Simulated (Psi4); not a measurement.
Psi4 1.11, unrestricted PBE0/def2-svp: Si(H)3(Cl) anion ([SiH3]Cl), charge -1, multiplicity 2, 5 atoms. The geometry is a generated start, not checked to be a minimum at this level.

```yaml
task: energy
method: pbe0
basis: def2-svp
memory: 3 GB
maxiter: 100
keys_of_the_molecule_block: symmetry c1
scf_type: df (default)
e_convergence: 1e-06 (default)
d_convergence: 1e-06 (default)
dft_radial_points: 75 (default)
dft_spherical_points: 302 (default)
basis_functions: 51
grid_points: 107870
```

```xyz
5

Si    -0.1309    -0.0034    -0.0072
Cl     1.8770     0.0530     0.0700
H     -0.5189    -0.9854    -1.0131
H     -0.6064     1.3280    -0.3602
H     -0.6208    -0.3922     1.3105
```

Charge -1 and multiplicity 2 are set for this test and not shown to be the ground state.

With the defaults (guess = auto, which took SAD, diis = true, scf_initial_accelerator = adiis, damping_percentage = 0, soscf = false, soscf_start_convergence = 0.01, diis_max_vecs = 10, level_shift = 0, level_shift_cutoff = 0.01) it converges in 9 SCF iterations. One run each on 2 threads, with these changes:
- guess = modhuckel
- diis = false, scf_initial_accelerator = none, damping_percentage = 60
- guess = gwh
- diis_max_vecs = 3
- guess = huckel
- diis_max_vecs = 20
- level_shift = 0.1, level_shift_cutoff = 0.001
- guess = sap
- soscf = true, soscf_start_convergence = 0.001

Task: Which of these changes keep the SCF from converging, or lead it to another solution?

Result: No convergence: diis = false, scf_initial_accelerator = none, damping_percentage = 60 (the run ends without SCF convergence in 100 iterations). Another solution: guess = huckel (1200 meV higher); guess = modhuckel (1200 meV higher). The rest reach the solution of the defaults.

```json
[
 {"setting": "soscf = true, soscf_start_convergence = 0.001", "SCF iterations": "6", "JK calls": "17", "end": "same solution"},
 {"setting": "the defaults", "SCF iterations": "9", "JK calls": "10", "end": "same solution"},
 {"setting": "diis_max_vecs = 20", "SCF iterations": "9", "JK calls": "10", "end": "same solution"},
 {"setting": "guess = sap", "SCF iterations": "9", "JK calls": "9", "end": "same solution"},
 {"setting": "level_shift = 0.1, level_shift_cutoff = 0.001", "SCF iterations": "9", "JK calls": "10", "end": "same solution"},
 {"setting": "diis_max_vecs = 3", "SCF iterations": "11", "JK calls": "12", "end": "same solution"},
 {"setting": "guess = gwh", "SCF iterations": "14", "JK calls": "14", "end": "same solution"},
 {"setting": "guess = modhuckel", "SCF iterations": "23", "JK calls": "38", "end": "other solution, 1200 meV higher"},
 {"setting": "guess = huckel", "SCF iterations": "24", "JK calls": "39", "end": "other solution, 1200 meV higher"},
 {"setting": "diis = false, scf_initial_accelerator = none, damping_percentage = 60", "SCF iterations": "100", "JK calls": "101", "end": "no convergence"}
]
```

An SOSCF iteration holds several JK calls; a Hückel guess adds calls on atoms.
